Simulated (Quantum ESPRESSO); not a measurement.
The steps of a band-structure calculation for Sn2Ru (I4/mcm, 6 atoms in the cell) with Quantum ESPRESSO.

Level of theory: LDA (PZ), GBRV 1.5 ultrasoft (LDA) pseudopotentials (plane waves; Quantum ESPRESSO 7.5).

Step 1 (scf):

```fortran
&control
 calculation = 'scf'
 prefix = 'run'
 outdir = './out'
 pseudo_dir = './'
 verbosity = 'high'
 tprnfor = .true.
 tstress = .true.
/
&system
 ibrav = 7
 celldm(1) = 12.0704177512
 celldm(3) = 0.904004609081
 nat = 6
 ntyp = 2
 ecutwfc = 40
 ecutrho = 320
 occupations = 'smearing'
 smearing = 'methfessel-paxton'
 degauss = 0.0073499
 nbnd = 50
/
&electrons
 conv_thr = 1e-10
/
ATOMIC_SPECIES
Sn   118.7100  sn_lda_v1.4.uspp.F.UPF
Ru   101.0700  ru_lda_v1.2.uspp.F.UPF
ATOMIC_POSITIONS crystal
Sn   -0.8254200000    0.1627100000    0.6627100000
Sn   -0.1745800000    0.8372900000    0.3372900000
Sn   -0.5000000000    0.3372900000    0.1627100000
Sn   -0.5000000000    0.6627100000    0.8372900000
Ru    0.0000000000    0.2500000000    0.2500000000
Ru    0.0000000000    0.7500000000    0.7500000000
K_POINTS automatic
5 5 5  0 0 0
```

Step 2 (bands):

```fortran
&control
 calculation = 'bands'
 prefix = 'run'
 outdir = './out'
 pseudo_dir = './'
 verbosity = 'high'
/
&system
 ibrav = 7
 celldm(1) = 12.0704177512
 celldm(3) = 0.904004609081
 nat = 6
 ntyp = 2
 ecutwfc = 40
 ecutrho = 320
 occupations = 'smearing'
 smearing = 'methfessel-paxton'
 degauss = 0.0073499
 nbnd = 53
/
&electrons
 conv_thr = 1e-10
 startingwfc = 'random'
 diago_thr_init = 1.0d-6
 diagonalization = 'cg'
/
ATOMIC_SPECIES
Sn   118.7100  sn_lda_v1.4.uspp.F.UPF
Ru   101.0700  ru_lda_v1.2.uspp.F.UPF
ATOMIC_POSITIONS crystal
Sn   -0.8254200000    0.1627100000    0.6627100000
Sn   -0.1745800000    0.8372900000    0.3372900000
Sn   -0.5000000000    0.3372900000    0.1627100000
Sn   -0.5000000000    0.6627100000    0.8372900000
Ru    0.0000000000    0.2500000000    0.2500000000
Ru    0.0000000000    0.7500000000    0.7500000000
K_POINTS crystal_b
11
  0.00000000   0.00000000   0.00000000   7  ! G
  0.50000000   0.00000000   0.00000000   7  ! X
  0.50000000   0.50000000  -0.50000000  10  ! M
  0.00000000   0.00000000   0.00000000  10  ! G
 -0.45430608  -0.45430608  -0.45430608   8  ! Z
  0.25000000  -0.25000000  -0.25000000   5  ! P
  0.00000000   0.00000000  -0.50000000   7  ! N
  0.45430608   0.45430608  -0.54569392   2  ! Z1
  0.50000000   0.50000000  -0.50000000   1  ! M
  0.50000000   0.00000000   0.00000000   5  ! X
  0.25000000  -0.25000000  -0.25000000   1  ! P
```

Step 3 (bands.x):

```fortran
&bands
 prefix = 'run'
 outdir = './out'
 filband = 'bands.dat'
 lsym = .false.
/
```

Output of bands (abridged):

```
     Atomic positions and unit cell read from directory:
     ./out/run.save/
     G-vector sticks info
     --------------------
     sticks:   dense  smooth     PW     G-vecs:    dense   smooth      PW
     Sum        2497    1253    365                76851    27177    4271

     bravais-lattice index     =            7
     lattice parameter (alat)  =      12.0704  a.u.
     unit-cell volume          =     794.8909 (a.u.)^3
   [... lines left out ...]

     Band Structure Calculation
     CG style diagonalization

     ethr =  1.00E-06,  avg # of iterations = 41.0

     End of band structure calculation

          k = 0.0000 0.0000 0.0000 (  3371 PWs)   bands (ev):

   -56.5476 -56.5230 -26.8472 -26.6278 -26.6278 -26.5981 -26.5981 -26.5613
    -5.9399  -5.9082  -5.8715  -5.8614  -5.8568  -5.8567  -5.8200  -5.8025
    -5.8025  -5.7667  -5.7653  -5.7514  -5.7514  -5.7448  -5.7338  -5.6919
    -5.6919  -5.6772  -5.6772  -5.6562   3.8417   8.7288   9.1732   9.1733
    11.7355  11.8486  12.3413  12.3413  12.3747  12.9623  13.4477  13.4477
    13.7277  14.2425  14.3815  14.7294  15.0856  15.0856  16.7202  16.7202
    17.0360  17.2787  19.9359  20.9250  20.9257

          k = 0.0714-0.0714 0.0000 (  3387 PWs)   bands (ev):

   -56.5472 -56.5230 -26.8472 -26.6279 -26.6277 -26.5981 -26.5980 -26.5613
    -5.9412  -5.9117  -5.8738  -5.8598  -5.8568  -5.8552  -5.8135  -5.8027
    -5.8021  -5.7679  -5.7665  -5.7537  -5.7534  -5.7403  -5.7324  -5.6928
    -5.6921  -5.6798  -5.6775  -5.6533   3.8828   8.6659   9.1015   9.1979
    11.6410  11.8579  12.2779  12.3455  12.4245  13.0569  13.1723  13.4567
    13.6117  14.3222  14.5644  14.9456  15.0668  15.1245  16.6905  16.8590
    17.1270  17.3525  19.9620  20.6430  20.6733

   [... 61 blocks of this kind left out ...]
```

Output of bands.x (abridged):

```
     Reading xml data from directory:

     ./out/run.save/

     G-vector sticks info
     --------------------
     sticks:   dense  smooth     PW     G-vecs:    dense   smooth      PW
     Sum        2497    1253    365                76851    27177    4271

     negative rho (up, down):  1.327E-01 0.000E+00
     Reading collected, re-writing distributed wavefunctions
     high-symmetry point:  0.0000 0.0000 0.0000   x coordinate   0.0000
     high-symmetry point:  0.5000-0.5000 0.0000   x coordinate   0.7071
     high-symmetry point:  1.0000 0.0000 0.0000   x coordinate   1.4142
     high-symmetry point:  0.0000 0.0000 0.0000   x coordinate   2.4142
     high-symmetry point:  0.0000 0.0000-1.0051   x coordinate   3.4193
     high-symmetry point:  0.5000-0.5000-0.5531   x coordinate   4.2585
     high-symmetry point:  0.5000 0.0000-0.5531   x coordinate   4.7585
     high-symmetry point:  1.0000 0.0000-0.1011   x coordinate   5.4326
     high-symmetry point:  1.0000 0.0000 0.0000   x coordinate   5.5337
     high-symmetry point:  0.5000-0.5000 0.0000   x coordinate   5.5337
     high-symmetry point:  0.5000-0.5000-0.5531   x coordinate   6.0867

     Plottable bands (eV) written to file bands.dat.gnu
     Bands written to file bands.dat

   JOB DONE.
```

The starting cell comes from a database of computed structures (which also holds hypothetical and non-ambient phases and stackings), without a prior relaxation at this level. Spin polarisation is off.
